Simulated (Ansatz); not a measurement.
Consider Al in the fcc (Cu type) structure (space group Fm-3m, No. 225; relaxed with 0.1 eV smearing).

```yaml
crystal:
  lattice:
    - [0.00000, 1.99194, 1.99194]
    - [1.99194, 0.00000, 1.99194]
    - [1.99194, 1.99194, 0.00000]
  atoms:
    - { symbol: Al, position: [0.00000, 0.00000, 0.00000] }
```

Method: Ansatz (an electronic-structure program) LDA, no spin-orbit coupling.

Before the change:

Pressure: 0.0 GPa

Perturbation: every lattice vector is stretched by 2.00 %, atoms relaxed at fixed cell.

Problem. What happens to the energy relative to the base?

Solution. The energy increases by 14 meV/atom.

Problem. How does this affect the pressure?

Solution. The pressure goes from zero to -4.3 GPa.

The cells carry an imposed strain or load. No phonon test of stability was made.
